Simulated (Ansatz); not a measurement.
Start from ZrSi2 (space group Cmcm, No. 63; a = 3.7044 Å, b = 14.7922 Å, c = 3.6789 Å).

(Cell as relaxed with PBE.)

Levels (all Ansatz, a quantum-chemistry and plane-wave program, PAW): PBE (420 eV, no spin-orbit coupling); r2SCAN (500 eV, no spin-orbit coupling).

Each level relaxes its own structure.

| base | PBE | r2SCAN |
|---|---|---|
| volume per atom | 16.80 Å³ | 16.75 Å³ |
| band gap | zero | zero |

The change: C takes the place of Si on all its sites, then cell and atoms are relaxed.

| quantity | PBE | r2SCAN |
|---|---|---|
| volume per atom | 10.14 Å³ | [?] |
| band gap | zero | [?] |

Question: Given the PBE results, estimate those of r2SCAN.

Answer: 
- volume per atom, r2SCAN: 10.14 Å³
- band gap, r2SCAN: zero

The two agree on the volume per atom and band gap. Neither level is exact; r2SCAN is the comparison here, not a measurement.

No phonon test of stability was made. As relaxed here, ZrC2 is a hypothetical phase, not in the database extracts checked. The final runs are not spin-polarised.
